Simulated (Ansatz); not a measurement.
For Mg₄N₂O (model structure, started from the Ca4P2O type, I4/mmm, No. 139, 7 atoms in the cell), PBEsol (plane waves, PAW; Ansatz, an electronic-structure program) gives:

| Item | Result |
|---|---|
| lattice constant a | 3.765 Å |
| c axis length | 11.316 Å |
| bulk modulus | 114 GPa |
| cohesive energy | 3.97 eV/atom |
| band gap | 0.83 eV |

**Question.** What does r²SCAN (PAW; Ansatz) give for the same quantities?

**Answer.** 
- lattice constant a: 3.748 Å (decreases by 0.5 %)
- lattice parameter c: 11.304 Å (drops by 0.1 %)
- bulk modulus: 122 GPa (goes up by 7.0 %)
- cohesive energy: 3.81 eV/atom (drops by 0.16 eV/atom)
- band gap: 1.49 eV (rises by 0.66 eV)

Changes are worked out from the printed values.

Unless a cell is named, each level is at its own relaxed cell (PBEsol 11.46, r²SCAN 11.34 Å³/atom).

Density-functional gaps are differences of (generalised) Kohn–Sham levels.

Caveats: the bulk modulus is −V dP/dV from two relaxed cells at ±2 % in volume (PBEsol, r²SCAN). Ansatz's density-functional and Hartree–Fock values are scalar-relativistic unless marked +SOC, with PAW data made under PBE.

A model structure was made by putting elements into a prototype or built by hand; it is no filed structure, need not be a known phase, and can be a saddle point held by its symmetry.
